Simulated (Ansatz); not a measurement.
Al5W, response to strain

The reference is Al₅W (space group P6_322, No. 182; a cell from a computed database, its experimental status unchecked).

```xyz
12
Lattice="4.8763 0.0000 0.0000 -2.4381 4.2230 0.0000 0.0000 0.0000 8.8266" Properties=species:S:1:pos:R:3 pbc="T T T"
Al     0.0000     0.0000     6.6199
Al     0.0000     0.0000     2.2066
Al     0.0000     2.8153     6.6199
Al     2.4381     1.4077     2.2066
Al     0.8247     1.4284     0.0000
Al    -0.8247     1.4284     4.4133
Al     3.2270     0.0000     0.0000
Al     1.6135     2.7946     4.4133
Al    -1.6135     2.7946     0.0000
Al     1.6493     0.0000     4.4133
W      0.0000     2.8153     2.2066
W      2.4381     1.4077     6.6199
```

Cartesian axes are those of the cell as printed.

Strains are applied to the cell and any free atomic positions relax; under biaxial strain the out-of-plane vector relaxes too.

The values are results of PBEsol (Ansatz, a quantum-chemistry and plane-wave program, PAW, without spin-orbit coupling), not measurements.

Notes on the quantities. energy relative to the base: free energy F; pressure: mean of the normal stresses, compression positive.

```tsv
variant	energy relative to the base	pressure	space group	shortest interatomic distance
base	0 meV/atom	0.0 GPa	P6_322 (No. 182)	2.734 Å
biaxial strain +0.99 %, plane normal [001], relaxed out of plane	–	-1.8 GPa	P6_322 (No. 182)	2.735 Å
isotropic strain +3.69 %	(withheld)	(withheld)	P6_322 (No. 182)	2.828 Å
isotropic strain +4.50 %	+99 meV/atom	-13.2 GPa	P6_322 (No. 182)	2.848 Å
tensor shear ε_yz = +1.32 %	+3.7 meV/atom	0.1 GPa	C2 (No. 5)	2.703 Å
```

What belongs in the blanks?


- isotropic strain +3.69 %, energy relative to the base: +68 meV/atom
- isotropic strain +3.69 %, pressure: -11.5 GPa

Without a gap, meshes like the base's 9×9×5 leave anisotropic stresses uncertain by several tenths of a GPa, and small strain energies with them. Stability against distortions was not tested. The final runs are not spin-polarised.
